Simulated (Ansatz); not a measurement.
Calculation: PBE (plane waves to 420 eV, PAW; Ansatz, a quantum-chemistry and plane-wave program).

Planar average of the electrostatic potential across the slab, in eV from the Fermi level, for a constructed model of the (111) surface of fcc Rh, p(2x2) layer of Te, one a cell, on the site that continues the host's stacking (bottom of the slab: a bare face, its two planes held):

(z (Å), V (eV)): (3.89, 5.15); (4.17, 5.15); (4.44, 5.15); (4.72, 5.15); (5.00, 5.14); (5.28, 5.13); (5.56, 5.10); (5.83, 5.05); (6.11, 4.94); (6.39, 4.70); (6.67, 4.21); (6.94, 3.17); (7.22, 0.93); (7.50, -5.19); (7.78, -15.55); (8.06, -23.80); (8.33, -25.10); (8.61, -18.78); (8.89, -8.50); (9.17, -1.34); (9.44, -0.70); (9.72, -6.19); (10.00, -16.44); (10.28, -24.34); (10.56, -25.28); (10.83, -18.81); (11.11, -8.52); (11.39, -1.60); (11.67, -1.22); (11.94, -7.25); (12.22, -17.51); (12.50, -24.80); (12.78, -24.88); (13.06, -17.72); (13.33, -7.41); (13.61, -1.12); (13.89, -1.05); (14.17, -7.19); (14.44, -17.49); (14.72, -24.79); (15.00, -24.87); (15.28, -17.69); (15.56, -7.39); (15.83, -1.16); (16.11, -1.26); (16.39, -7.71); (16.67, -18.02); (16.94, -24.99); (17.22, -24.66); (17.50, -17.20); (17.78, -6.94); (18.06, -1.05); (18.33, -1.45); (18.61, -8.38); (18.89, -18.65); (19.17, -25.18); (19.44, -24.17); (19.72, -16.20); (20.00, -6.05); (20.28, -0.56); (20.56, 0.30); (20.83, 1.06); (21.11, 2.40); (21.39, 2.70); (21.67, 1.66); (21.94, 1.20); (22.22, 2.32); (22.50, 3.50); (22.78, 3.99); (23.06, 4.22); (23.33, 4.32); (23.61, 4.37); (23.89, 4.39); (24.17, 4.40); (24.44, 4.40); (24.72, 4.41); (25.00, 4.41); (25.28, 4.41); (25.56, 4.41)

Set-up: 25 atoms, 13.5 Å thick at the start with caps and adatoms (thin: gaps and levels are the slab's own); mesh 8x8x1; 0.1 eV smearing; dipole correction on; 8 atoms held, the rest relaxed; start symmetry kept, larger cells not searched; no spin, no spin-orbit, no U. It is one candidate, not shown to be the stable structure of the face.

Task: The surface cell has an area of 25.41 Å². What dipole along the normal does the step between the two vacuum levels imply?

Result: the top vacuum level lies 0.75 eV below the bottom one; p = −ε₀ A ΔV (ε₀ = 0.005526 e/(V·Å)) gives 0.11 e·Å a cell.
